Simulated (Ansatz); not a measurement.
The starting structures come from a database of crystals and need not be the phases stable at ambient conditions.

Given:

```xyz
12
Lattice="5.2708 0.0000 0.0000 0.0000 9.1707 0.0000 0.9226 4.5854 2.4948" Properties=species:S:1:pos:R:3 pbc="T T T"
Li     2.6354     1.5599     0.0000
Li     2.6354     7.6108     0.0000
Li     2.6354     4.5854     0.0000
Zn     0.0000     3.0575     0.0000
Zn     0.0000     6.1132     0.0000
Sb     0.0000     0.0000     0.0000
O      4.4639    10.6097     1.1756
O      1.7295     3.1464     1.3191
O      1.7295     6.0243     1.3191
O      4.4639     7.7317     1.1756
O      1.6386     9.1707     1.1739
O      4.5548     4.5854     1.3209
```

Space group of this cell: C2/m. The cell is taken as given; by r2SCAN its mean pressure is -6.6 GPa.

Transport runs along the normal of the first two printed cell vectors.

The gap is the functional's own, uncorrected, and κ follows it; spin-orbit coupling is left out. Mid-gap values are interpolated between the computed energies.

Task: Compute, with Ansatz (a first-principles code) with r2SCAN, the band gap and the smallest decay constant κ at mid-gap.

Result: Gap 3.10 eV on a 6×12×12 mesh; κ = 0.303 1/Å, at the zone centre.
